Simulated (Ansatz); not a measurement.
# zinc-blende GaP: the defect H interstitial started on P

All values below come from PBE, PAW (plane waves to 420 eV; Ansatz, a program for electronic structure). The supercell holds 64 host sites (2×2×2 repeats of a cell of 8 atoms), with a 2×2×2 shifted k-point sampling for the final energies. Site at the start: bound to P, open side. Energies of charged states are corrected for periodic images (point charge plus alignment at distant sites). Dielectric constants: PBE linear response of the host. Host gap at this level: 1.57 eV. Finite-size and sampling errors can reach tenths of an eV here. Levels are measured in PBE's own, too narrow, gap. Spin–orbit coupling is left out. Each state is the lowest found from its start.

The name describes the start; the neighbours show where the atoms ended.

Charges with a result: +1, 0, −1. Others weren't obtained, and one of them could lie lower, also by skipping a charge.

| charge | moment (μB) | largest move off a lattice site (Å) | neighbours of the last H atom of the defect at the end (Å) | image correction with alignment (eV) |
|---|---|---|---|---|
| +1 | not spin-polarised | 0.58 | P 1.44, Ga 1.91, Ga 3.03, Ga 3.03, Ga 3.03 | 0.15 |
| 0 | 1.0 | 0.53 | P 1.54, Ga 1.74, Ga 3.00, Ga 3.00, Ga 3.00 | 0.00 |
| −1† | not spin-polarised | 1.13 | Ga 1.56, P 2.10, Ga 2.92, Ga 2.92, Ga 2.92 | 0.11 |

† Not settled in this cell, so no level is given: charge −1: level within 0.1 eV of a band edge or past it.

Not the lowest form: the same atoms on another site or from another start ended lower, by 0.11 eV at charge 0; by 0.56 eV at charge −1. The levels below are those of this configuration alone.

Transition levels above the valence-band maximum: ε(+1/0) = 1.29 eV.

Flagged in the runs: a strain field that reaches the edge of the cell.
